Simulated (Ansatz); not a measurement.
## BN: response to strain

Consider BN in the zinc blende structure (space group F-43m, No. 216; a = 3.6057 Å). Axes: x, y, z lie along the cube axes.

Strains are applied to the cell and any free atomic positions relax; under biaxial strain the out-of-plane vector relaxes too.

Computed with PBEsol (Ansatz, a program for electronic structure, PAW, scalar-relativistic without spin-orbit coupling).

| biaxial strain, plane normal [111], relaxed out of plane (%) | out-of-plane strain (%) |
|---|---|
| -2.5 | 0.42 |
| -2.08 | ? |
| -1.67 | 0.28 |
| -1.25 | 0.21 |
| -0.83 | 0.14 |
| 0 | 0.00 |

Question: Fit ε⊥ = −νε + γε² (strains in %) to the rows shown and predict the withheld row.

Answer: Least squares on the printed values gives ν = 0.17 (the biaxial Poisson response) and γ = 0.000 (largest residual 0.00 %); this predicts 0.35 %, and the run gives 0.35 %, in agreement.

Whether these cells are dynamically stable was not tested.
